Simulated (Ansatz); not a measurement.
Here is the system:

```yaml
crystal:
  lattice:
    - [0.00000, 2.36462, 2.36462]
    - [2.36462, 0.00000, 2.36462]
    - [2.36462, 2.36462, 0.00000]
  atoms:
    - { symbol: Be, position: [0.00000, 0.00000, 0.00000] }
    - { symbol: S, position: [0.75000, 0.75000, 0.75000] }
```

Computed with r2SCAN with spin-orbit coupling, rigid bands (plane waves, PAW; Ansatz, a program for electronic structure). Condition of this run: hydrostatic pressure 10 GPa (the target of the relaxation). How the cell was made: cell and atoms relaxed with r2SCAN, then loaded as said.

**Question.** Predict the hole conductivity mass (n e² τ/σ) at 300 K, by direction if it differs.

**Answer.** 0.72 mₑ.

**Question.** Predict the electron conductivity mass (n e² τ/σ) at 300 K, by direction if it differs.

**Answer.** 0.36 mₑ.

**Question.** And the band gap?

**Answer.** 3.35 eV at this level; semilocal functionals usually fall short of the measured gap.

Rigid bands, one relaxation time for all states, no polarons.
